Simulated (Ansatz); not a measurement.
For ZrGeO3 (model structure, started from the PbTiO3 type, P4mm, No. 99, 5 atoms in the cell), PBEsol in Ansatz (PAW) gives:

| Property | Result |
|---|---|
| lattice constant a | 3.987 Å |
| c axis length | 4.343 Å |
| bulk modulus | 104 GPa |
| cohesive energy | 6.52 eV/atom |
| band gap | 1.39 eV |

What does r²SCAN (PAW; Ansatz, an electronic-structure program) give for the same quantities?


- lattice constant a: 4.009 Å (increases by 0.6 %)
- lattice parameter c: 4.367 Å (rises by 0.6 %)
- bulk modulus: 102 GPa (hardly moves)
- cohesive energy: 5.99 eV/atom (decreases by 0.53 eV/atom)
- band gap: 1.68 eV (rises by 0.29 eV)

Changes are worked out from the printed values.

Unless a cell is named, each level is at its own relaxed cell (PBEsol 13.81, r²SCAN 14.04 Å³/atom).

Levels without +SOC have no spin–orbit coupling; where heavier elements are present it shifts gaps, mostly down, and can invert bands. Density-functional gaps are differences of (generalised) Kohn–Sham levels.

Caveats: the bulk modulus is −V dP/dV from two relaxed cells at ±2 % in volume (PBEsol, r²SCAN). Ansatz's density-functional and Hartree–Fock values are scalar-relativistic unless marked +SOC, with PAW data made under PBE.

A model structure was made by putting elements into a prototype or built by hand; it is no filed structure, need not be a known phase, and can be a saddle point held by its symmetry.
